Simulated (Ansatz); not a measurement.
We consider LiSiN (model structure, started from the NaSnP type, P6₃mc, No. 186, 6 atoms in the cell), described by G0W0@PBEsol (Ansatz, a program for electronic structure, hard PAW, contour deformation).

The cell is the one relaxed with PBEsol. Conventional cell: a = 2.8158 Å, b = 2.8158 Å, c = 9.2236 Å, α = 90.00°, β = 90.00°, γ = 120.00°.

One run with a 6×6×2 mesh, response cutoff 100 eV and 264 empty bands, not extrapolated in mesh or basis; no spin–orbit coupling.

Highest filled and lowest empty level by k point (fractions of the reciprocal vectors of the cell (2.816 -0.000 -0.000) (-1.408 2.439 0.000) (-0.000 0.000 9.224) Å; eV from the valence maximum of each method):

| k | PBEsol filled | PBEsol empty | QP filled | QP empty |
|---|---|---|---|---|
| 0 0 0 | -1.53 | 3.58 | -1.46 | 4.38 |
| 0 0.167 0 | -1.09 | 4.17 | -1.03 | 4.93 |
| 0 0.167 -0.5 | -2.08 | 4.98 | [?] | [?] |
| 0 0.333 0 | -0.71 | 2.24 | -0.64 | 3.00 |
| 0 0.333 -0.5 | -1.44 | 2.56 | -1.40 | 3.30 |
| 0 -0.5 -0.5 | -1.58 | 1.18 | [?] | [?] |
| 0.167 0.167 0 | -0.71 | 4.38 | -0.63 | 5.07 |
| 0.167 0.167 -0.5 | -1.53 | 4.43 | -1.50 | 5.14 |

**Question.** Estimate the withheld levels to about 0.1 eV.

**Answer.** 
- 0 0.167 -0.5, QP filled: -2.06
- 0 0.167 -0.5, QP empty: 5.87
- 0 -0.5 -0.5, QP filled: -1.53
- 0 -0.5 -0.5, QP empty: 1.88

Note: the relaxation could raise the start's symmetry but not lower it, so the cell can be a saddle point.

A model structure was made by putting elements into a prototype or built by hand; it is no filed structure, need not be a known phase, and can be a saddle point held by its symmetry.
